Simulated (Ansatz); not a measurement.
The starting structures come from a database of crystals and need not be the phases stable at ambient conditions.

Tunnelling through a barrier is set by its complex band structure: the current falls as exp(−2κd) with the smallest κ.

Input:

```
ZnS
1.0
    3.80867     0.00000     0.00000
   -1.90433     3.29840     0.00000
    0.00000     0.00000    43.58865
Zn S
14 14
Direct
  0.00000   0.00000   0.14290
  0.33333   0.66667   0.21420
  0.66667   0.33333   0.07150
  0.00000   0.00000   0.78570
  0.33333   0.66667   0.71430
  0.00000   0.00000   0.64280
  0.33333   0.66667   0.35720
  0.33333   0.66667   0.00010
  0.00000   0.00000   0.42850
  0.00000   0.00000   0.92860
  0.66667   0.33333   0.28570
  0.66667   0.33333   0.50000
  0.33333   0.66667   0.57140
  0.33333   0.66667   0.85720
  0.33333   0.66667   0.76780
  0.00000   0.00000   0.98220
  0.00000   0.00000   0.19640
  0.66667   0.33333   0.33940
  0.00000   0.00000   0.69640
  0.33333   0.66667   0.41070
  0.33333   0.66667   0.91070
  0.33333   0.66667   0.26780
  0.66667   0.33333   0.55350
  0.00000   0.00000   0.83930
  0.33333   0.66667   0.05360
  0.00000   0.00000   0.48210
  0.33333   0.66667   0.62490
  0.66667   0.33333   0.12500
```

Space group of this cell: P3m1. The cell is taken as given.

Transport runs along the normal of the first two printed cell vectors, the (001) plane of the conventional cell.

The gap is the functional's own. No spin-orbit coupling. Mid-gap values are interpolated on the energy grid.

Question: Estimate the band gap and the smallest decay constant κ at mid-gap that r2SCAN (Ansatz, a first-principles code) returns for this system.

Answer: Gap 2.74 eV on a 12×12×1 mesh; κ = 0.174 1/Å, at the zone centre.
